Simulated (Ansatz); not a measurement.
Take SrTiO$_{3}$ in the cubic perovskite structure (space group Pm-3m, No. 221) as the base.

```yaml
crystal:
  lattice:
    - [3.85418, 0.00000, 0.00000]
    - [0.00000, 3.85418, 0.00000]
    - [0.00000, 0.00000, 3.85418]
  atoms:
    - { symbol: Sr, position: [0.00000, 0.00000, 0.00000] }
    - { symbol: Ti, position: [0.50000, 0.50000, 0.50000] }
    - { symbol: O, position: [0.50000, 0.00000, 0.50000] }
    - { symbol: O, position: [0.00000, 0.50000, 0.50000] }
    - { symbol: O, position: [0.50000, 0.50000, 0.00000] }
```

Method: Ansatz (an electronic-structure program) LDA, no spin-orbit coupling.

For the base:

The band gap is 1.85 eV and the lattice parameter a comes out as 3.854 Å.

It is then changed as follows: cell and atoms relaxed at a pressure of 0.7 GPa.

Task: How does this affect the band gap?

Result: The band gap stays essentially unchanged (1.85 eV against 1.86 eV).

Task: What happens to the lattice parameter a?

Result: The lattice parameter a drops by 0.004 Å to 3.850 Å.

Load acts through the strain it causes; cell and atoms are relaxed under it. No phonon test of stability was made. The final runs are not spin-polarised. Many cubic perovskites are stable only at high temperature; tilts and polar distortions were not tested.
